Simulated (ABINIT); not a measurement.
Troubleshooting ABINIT: a failed run on BaMnO3 (Pm-3m, 5 atoms in the cell). The aim is a self-consistent single point with DFT, PBEsol, plane waves, PAW (JTH v2.0 PBE PAW, files made for PBE).

Input as run:

```
# BaMnO3, JTH v2.0 PBE PAW
pp_dirpath "./"
pseudos "Ba.GGA_PBE-JTH.xml, Mn.GGA_PBE-JTH.xml, O.GGA_PBE-JTH.xml"
acell 4.0187900000 4.0187900000 4.0187900000 Angstrom
rprim
         1.0000000000    0.0000000000    0.0000000000
         0.0000000000    1.0000000000    0.0000000000
         0.0000000000    0.0000000000    1.0000000000
natom 5
ntypat 3
znucl 56 25 8
typat 1 2 3 3 3
xcart
         2.0093950000    2.0093950000    2.0093950000
         0.0000000000    0.0000000000    0.0000000000
         2.0093950000    0.0000000000    0.0000000000
         0.0000000000    2.0093950000    0.0000000000
         0.0000000000    0.0000000000    2.0093950000
      Angstrom
ecut 30
pawecutdg 60
pawxcdev 0
ixc -116133
nsppol 2
spinat
      0 0 0
      0 0 4
      0 0 0
      0 0 0
      0 0 0
occopt 7
tsmear 0.00499791
nband 31
kptopt 1
ngkpt 5 5 5
nshiftk 1
shiftk 0 0 0
nstep 60
tolvrs 1.0e-10
toldfe 1.0e-08
prtwf 0
prtden 0
prtvol 1
```

Output (repeated stretches shortened):

```
 inpspheads: deduce mpsang = 3, n1xccc = 1.

=======================================================
 invars1m : enter jdtset= 0
 ingeo: takes atomic coordinates from input array xcart

--- !COMMENT
src_file: m_symfind.F90
src_line: 823
message: |
    The tolerance on symmetries =   1.000E-05 is bigger than 1.0e-8.
    In order to avoid spurious effects, the atomic coordinates have been
    symmetrized before storing them in the dataset internal variable.
    So, do not be surprised by the fact that your input variables (xcart, xred, ...)
    do not correspond exactly to the ones echoed by ABINIT, the latter being used to do the calculations.
    This is not a problem per se.
    Still, in order to avoid this symmetrization (e.g. for specific debugging/development), decrease tolsym to 1.0e-8 or lower,
    or (much preferred) use input primitive vectors that are accurate to better than 1.0e-8.
    This message will only be printed once, even if there are other datasets where tolsym is bigger than 1.0e-8.
...

 symlatt: the Bravais lattice is cP (primitive cubic)
 symspgr: spgroup= 221  Pm -3 m   (=Oh^1)
 symspgr: optical characteristics = isotropic
 Perdew, Burke & Ernzerhof SOL
 J. P. Perdew, A. Ruzsinszky, G. I. Csonka, O. A. Vydrov, G. E. Scuseria, L. A. Constantin, X. Zhou, and K. Burke, Phys. Rev. Lett. 100, 136406 (2008)
 Perdew, Burke & Ernzerhof SOL
 J. P. Perdew, A. Ruzsinszky, G. I. Csonka, O. A. Vydrov, G. E. Scuseria, L. A. Constantin, X. Zhou, and K. Burke, Phys. Rev. Lett. 100, 136406 (2008)

--- !ERROR
src_file: m_invars2.F90
src_line: 3384
mpi_rank: 0
message: |
    Only one of the tolXXX variables may be defined at once.
    Action: check values of tolvrs, toldfe, tolrff and toldff.
...

 abinit_abort: decision taken to exit. Check above messages for more info
Abort(13) on node 0 (rank 0 in comm 0): application called MPI_Abort(MPI_COMM_WORLD, 13) - process 0

--- !ERROR
src_file: m_invars2.F90
src_line: 3384
mpi_rank: 0
message: |
    Only one of the tolXXX variables may be defined at once.
    Action: check values of tolvrs, toldfe, tolrff and toldff.
...
```

Q: Read the log: what does the program object to, and what is the fix?

A: The fault is two stopping criteria at once. The program does not take these two tolerances for the self-consistent loop together. To fix it, keep one tolerance. The program stopped before any SCF iteration.

An input that runs soundly differs in these lines (not the only fix; some lines may just follow from the change or write a value another way):
```diff
-toldfe 1.0e-08
```

With that input, the run converged in 26 iterations: free energy E − TS -4871.81 eV; Fermi level (on the code's own zero) 3.59 eV; pressure -12.80 GPa; size of the cell's spin moment 3.00 μB; site moments (μB, in the program's spheres or projections) Ba 0.00, Mn 2.83, O 0.01, O 0.01, O 0.01 (DFT, PBEsol, plane waves, PAW (JTH v2.0 PBE PAW, files made for PBE)).

On the sound input: the starting cell comes from a database of computed structures (which also holds hypothetical and non-ambient phases and stackings), without a prior relaxation at this level. Its lattice was rescaled by a random factor within 2.5 % of one. With one magnetic atom in the cell only a parallel order is possible. The potentials were made for another functional than the one used. With a pressure of about -13 GPa the cell is away from its equilibrium volume at this level.
